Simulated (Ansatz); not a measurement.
Results of G0W0@PBEsol (hard PAW, contour deformation; Ansatz, a first-principles code) for GeSiC2 (model structure, started from the AlGaN2 type, P-4m2, No. 115, 4 atoms in the cell).

The cell is the one relaxed with PBEsol. Conventional cell: a = 3.1564 Å, b = 3.1564 Å, c = 4.4506 Å, α = 90.00°, β = 90.00°, γ = 90.00°.

The quasiparticle gap at Γ at a fixed k mesh 2×2×2:

```json
[
 {"response cutoff": "200 eV, 523 empty bands", "value (eV)": "2.301"},
 {"response cutoff": "250 eV, 731 empty bands", "value (eV)": "2.331"},
 {"response cutoff": "300 eV, 961 empty bands", "value (eV)": "2.347"},
 {"response cutoff": "400 eV, 1480 empty bands", "value (eV)": "2.365"}
]
```

Q: Taking the value to converge with the response cutoff E as E^(−3/2), extrapolate from the last two rows.

A: With y = y∞ + c/w and weights w = 5196 and 8000 for the last two rows, y∞ = (w2 y2 − w1 y1)/(w2 − w1) = (8000 × 2.365 − 5196 × 2.347)/2804 = 2.398 eV, which lies 0.033 beyond the last row. Successive pairs of rows give 2.406, 2.398, 2.398. The limit also hangs on the law assumed, so its last digits aren't firm.

The other settings are not extrapolated, so this is the limit in one setting alone.

At the last cutoff the smallest gap on this mesh is 2.00 eV, with an edge away from Γ.

Spin–orbit coupling is not included.

Note: filled d or f shells below the valence bands can shift G0W0 gaps through exchange with them, which wasn't tested here.

A model structure was made by putting elements into a prototype or built by hand; it is no filed structure, need not be a known phase, and can be a saddle point held by its symmetry.
